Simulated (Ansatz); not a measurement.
Consider ZrO₂ (space group P4_2/nmc, No. 137; a = 3.601 Å, c = 5.230 Å).

Modification: S takes the place of O on all its sites, then cell and atoms are relaxed.

Levels (all Ansatz, a quantum-chemistry and plane-wave program, PAW, earlier PAW set): r2SCAN (500 eV, no spin-orbit coupling); HSE06 (420 eV, no spin-orbit coupling).

The geometry is relaxed with r2SCAN.

r2SCAN lowest conduction level above the VBM at special points: Γ 1.14 eV; R 1.51 eV; Z 1.57 eV

Q: What does HSE06 give at this geometry for the lowest conduction level above the VBM at special points?

A: The lowest conduction level above the VBM at special points becomes Γ 1.60 eV; R 2.05 eV; Z 2.09 eV (r2SCAN: Γ 1.14 eV; R 1.51 eV; Z 1.57 eV).

Single points use the geometry relaxed with r2SCAN. HSE06 gaps are upper bounds (no full band path). The levels and masses belong to the bands next to the band gap. No phonon test of stability was made. As relaxed here, ZrS2 is a hypothetical phase, not in the database extracts checked. This is not the structure that ZrO2 has at room temperature and ambient pressure.
